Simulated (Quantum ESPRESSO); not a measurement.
Quantum ESPRESSO run on Mg₆CoSb (Amm2, 8 atoms in the cell): self-consistent single point.

Computed with PBEsol, SSSP 1.1.2 efficiency (PBE) pseudopotentials (plane waves; Quantum ESPRESSO).

```
CELL_PARAMETERS angstrom
      4.88115     0.00000     0.00000
      0.00000     3.11361     5.32727
      0.00000    -3.11361     5.32727
ATOMIC_POSITIONS crystal
  Mg 0.00000 0.32131 0.83797
  Mg 0.00000 0.83797 0.32131
  Mg 0.00000 0.33401 0.33401
  Mg 0.50000 0.14749 0.67499
  Mg 0.50000 0.67499 0.14749
  Mg 0.50000 0.16925 0.16925
  Co 0.00000 0.84217 0.84217
  Sb 0.50000 0.67279 0.67279
```

Reference input (self-consistent single point, DFT, PBEsol, plane waves, SSSP 1.1.2 efficiency (PBE) pseudopotentials): ecutwfc = 50 Ry; ecutrho = 400 Ry; occupations = smearing; smearing = methfessel-paxton; degauss = 0.0073499 Ry; nspin = 2; input_dft = pbesol; K_POINTS = automatic 7 6 6 0 0 0; conv_thr = 1e-10 Ry; mixing_beta = 0.3. This run's input differs from it in these lines:

```diff
@@ -18,4 +18,2 @@
  degauss = 0.0073499
- nspin = 2
- starting_magnetization(2) = 0.176
  input_dft = 'pbesol'
```

Output (repeated stretches shortened):

```
     Self-consistent Calculation

     iteration #  1     ecut=    50.00 Ry     beta= 0.30

     total energy              =    -663.41747249 Ry
     estimated scf accuracy    <      39.17915699 Ry

     iteration #  2     ecut=    50.00 Ry     beta= 0.30

     total energy              =    -679.80599282 Ry
     estimated scf accuracy    <      44.19470565 Ry

     iteration #  3     ecut=    50.00 Ry     beta= 0.30

     total energy              =    -677.83732427 Ry
     estimated scf accuracy    <      13.13459292 Ry

   [... 20 blocks of this kind left out ...]

     iteration # 24     ecut=    50.00 Ry     beta= 0.30

     total energy              =    -679.20687651 Ry
     estimated scf accuracy    <          2.0E-10 Ry

     iteration # 25     ecut=    50.00 Ry     beta= 0.30
     End of self-consistent calculation

     the Fermi energy is     6.3180 ev

!    total energy              =    -679.20687651 Ry
     estimated scf accuracy    <          2.8E-11 Ry
     smearing contrib. (-TS)   =       0.00002956 Ry
     internal energy E=F+TS    =    -679.20690606 Ry

     convergence has been achieved in  25 iterations

     Forces acting on atoms (cartesian axes, Ry/au):

     atom    1 type  1   force =     0.00000000    0.00018103   -0.00024650
     atom    2 type  1   force =     0.00000000   -0.00018103   -0.00024650
     atom    3 type  1   force =     0.00000000    0.00000000    0.00057969
     atom    4 type  1   force =     0.00000000   -0.00174721   -0.00268449
     atom    5 type  1   force =     0.00000000    0.00174721   -0.00268449
   [... lines left out ...]

     Total force =     0.007471     Total SCF correction =     0.000007

          total   stress  (Ry/bohr**3)                   (kbar)     P=      -19.44
  -0.00015759   0.00000000   0.00000000          -23.18        0.00        0.00
   0.00000000  -0.00010576   0.00000000            0.00      -15.56        0.00
   0.00000000   0.00000000  -0.00013314            0.00        0.00      -19.59

   JOB DONE.
```

The run converged in 25 iterations. Against the reference run the free energy goes up by 4.6 meV/atom, the pressure goes from -1.45 to -1.94 GPa, the largest force goes from 0.076 to 0.136 eV/Å and the net moment of 0.11 μB/atom is absent without spin. The full log also holds: “c_bands:  1 eigenvalues not converged”.

The starting cell comes from a database of computed structures (which also holds hypothetical and non-ambient phases and stackings), without a prior relaxation at this level. Spin-orbit coupling is off. Spin polarisation is off.

Cost on one core of a shared machine: roughly 10 min.
